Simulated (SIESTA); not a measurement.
Input and output of a self-consistent single point for Be (P6_3/mmc, 4 atoms in the cell) (SIESTA).

Level of theory: LDA PW92, numerical atomic orbitals DZP, PseudoDojo LDA standard norm-conserving potentials (rewritten from UPF to PSML) run with SIESTA 5.4.2.

```
Be
1.0
    2.26275     0.00000     0.00000
   -1.13138     1.95960     0.00000
    0.00000     0.00000     7.28041
Be
4
Direct
  0.00000   0.00000   0.00000
  0.00000   0.00000   0.50000
  0.33333   0.66667   0.25000
  0.66667   0.33333   0.75000
```

Reference input (self-consistent single point, DFT, GGA PBE, numerical atomic orbitals DZP, PseudoDojo PBE standard norm-conserving potentials (rewritten from UPF to PSML)): XC.functional = GGA; XC.authors = PBE; potentials = PseudoDojo PBE standard; PAO.BasisSize = DZP; PAO.EnergyShift = 0.005 Ry; MeshCutoff = 300 Ry; kgrid.MonkhorstPack = 22 22 6; OccupationFunction = MP; OccupationMPOrder = 0; ElectronicTemperature = 0.2 eV; PAO.Polarization.NonPerturbative = true; MaxSCFIterations = 150. This run's input differs from it in these lines:

```diff
@@ -1,2 +1,2 @@
-# files in the folder: Be.psml (PseudoDojo PBE standard)
+# files in the folder: Be.psml (PseudoDojo LDA standard)
 SystemName  Be
@@ -23,4 +23,4 @@
 
-XC.functional                GGA
-XC.authors                   PBE
+XC.functional                LDA
+XC.authors                   PW92
 PAO.BasisSize                DZP
```

Output, abridged:

```
        iscf     Eharris(eV)        E_KS(eV)     FreeEng(eV)     dDmax    Ef(eV) dHmax(eV)
   scf:    1    -1435.542497    -1503.979046    -1503.983826  0.782743-15.771413  0.400554
   scf:    2    -1503.979637    -1503.979343    -1503.984093  0.003692-15.767971  0.320410
   scf:    3    -1503.980379    -1503.979876    -1503.984523  0.012463-15.754770  0.012210
   scf:    4    -1503.979852    -1503.979865    -1503.984529  0.000749-15.754571  0.000657
   scf:    5    -1503.979863    -1503.979864    -1503.984529  0.000291-15.754707  0.000429
   scf:    6    -1503.979866    -1503.979865    -1503.984529  0.000034-15.754715  0.000159
SCF Convergence by DM+H criterion
max |DM_out - DM_in|         :     0.0000335428
max |H_out - H_in|      (eV) :     0.0001588140
SCF cycle converged after 6 iterations

Using DM_out to compute the final energy and forces

siesta: E_KS(eV) =            -1503.9799

siesta: E_KS - E_eggbox =     -1503.9799

siesta: Atomic forces (eV/Ang):
     1   -0.000000   -0.000000    0.000000
     2    0.000000   -0.000000   -0.000000
     3    0.000019   -0.000010   -0.000000
     4   -0.000019    0.000010    0.000000
   Tot   -0.000000   -0.000000    0.000000
   Max    0.000019
   Res    0.000009    sqrt( Sum f_i^2 / 3N )
   Max    0.000019    constrained

Stress tensor Voigt[x,y,z,yz,xz,xy] (kbar):       75.32       75.32       91.13        0.00       -0.00        0.00
(Free)E + p*V (eV/cell)    -1505.6084
   [... lines left out ...]
siesta: FreeEng =     -1503.984529
siesta: Cell volume =         32.281976 Ang**3
siesta:         -80.59201002        -80.59155475  kBar
   [... lines left out ...]
   2  4.018   2.014   0.287  -0.137   0.610   0.634   0.610
   3  3.982   2.014   0.271  -0.132   0.612   0.606   0.612
   4  3.982   2.014   0.271  -0.132   0.612   0.606   0.612

mulliken: Qtot =       16.000

Mulliken Atomic Populations:
Atom #   charge [q] valence [e]  Species
     1    -0.017664    4.017664  Be
     2    -0.017664    4.017664  Be
     3     0.017664    3.982336  Be
     4     0.017664    3.982336  Be
 Total     0.000000
```

The run converged in 6 iterations. Against the reference run the pressure goes from -1.53 to -8.06 GPa.

The starting cell was generated: these elements placed on a structure prototype, without a prior relaxation; it need not be a known phase or ordering of this composition. Its lattice was rescaled by a random factor within 2.5 % of one. Values carry the incompleteness of an atom-centred basis. With a pressure of about -8 GPa the cell is away from its equilibrium volume at this level.

Cost on one core of a shared machine: roughly 70 s.
